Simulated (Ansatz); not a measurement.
Base system: SiO2 in the rutile structure (space group P4_2/mnm, No. 136; a = 4.155 Å, c = 2.661 Å).

All numbers come from Ansatz (a quantum-chemistry and plane-wave program), LDA, PAW, cutoff 420 eV, scalar-relativistic without spin-orbit coupling.

One change was made to it. Results:

The electron mass goes from 0.40 mₑ along c, 0.52 mₑ across (at Γ) to 0.41 mₑ along c, 0.53 mₑ across (at Γ); the valley order (the lowest conduction-band minima on the path, energy above the VBM, named in the base's zone) becomes Γ 6.04 eV; A (1/2, 1/2, 1/2) 7.34 eV (base: Γ 5.81 eV; A (1/2, 1/2, 1/2) 7.19 eV); the volume per atom falls by 0.11 Å³, from 7.66 Å³ to 7.55 Å³.

Q: Which of these changes matches the shifts?
A) pressure 9 GPa
B) pressure 0.9 GPa
C) pressure 4.5 GPa

A: C, pressure 4.5 GPa. For comparison, the valley order in the other runs: pressure 9 GPa gives Γ 6.26 eV; A (1/2, 1/2, 1/2) 7.47 eV; pressure 0.9 GPa gives Γ 5.86 eV; A (1/2, 1/2, 1/2) 7.22 eV.

The levels and masses belong to the bands next to the band gap. Load acts through the strain it causes; cell and atoms are relaxed under it. Effective masses come from finite differences of ±0.01 Å⁻¹. Stability against distortions was not tested. Competing high-pressure phases were not computed.
